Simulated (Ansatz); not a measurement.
Charge-transition levels above the valence-band maximum in rock-salt CaO (eV), each at one geometry relaxed with PBE and evaluated in Ansatz (an electronic-structure program) with PBE, r2SCAN. Host gaps: PBE 3.66 eV, r2SCAN 4.20 eV. Set-up: 64-site cell; 2×2×2 shifted k-points; charged states image-corrected; not converged in cell size; flagged in the runs: for some of the defects a doubtful potential alignment, a strain field that reaches the edge of the cell. The rows are drawn at random from this host's settled ones; left out are rows whose spin state changes with the functional and levels within 0.3 eV of a band edge at the highest level.

```tsv
defect	x: PBE (eV)	y: r2SCAN (eV)
C on the O site (+1/0)	1.24	1.64
O vacancy (+2/+1)	1.38	1.56
Ge on the Ca site + O vacancy (+2/+1)	1.97	2.30
C on the O site (0/−1)	2.20	2.64
Si on the Ca site + O vacancy (+2/+1)	2.62	2.94
O vacancy (+1/0)	2.82	3.24
Si on the Ca site + O vacancy (+1/0)	2.93	3.39
C on the O site (−1/−2)	3.03	3.60
Ge on the Ca site + O vacancy (+1/0)	2.37	?
```

### Question
Fit a straight line to the 8 complete rows and predict the last.

### Answer
Means: x = 2.274, y = 2.664; Sxx = 3.3860, Sxy = 3.7521. Slope 3.7521 / 3.3860 = 1.11, intercept 2.664 − 1.11 × 2.274 = 0.14 eV; the rows scatter by 0.09 eV about the line, and R² = 0.99. Prediction: 0.14 + 1.11 × 2.37 = 2.77 eV. The calculation gave 2.77 eV, 0.00 eV below the line, within its scatter.
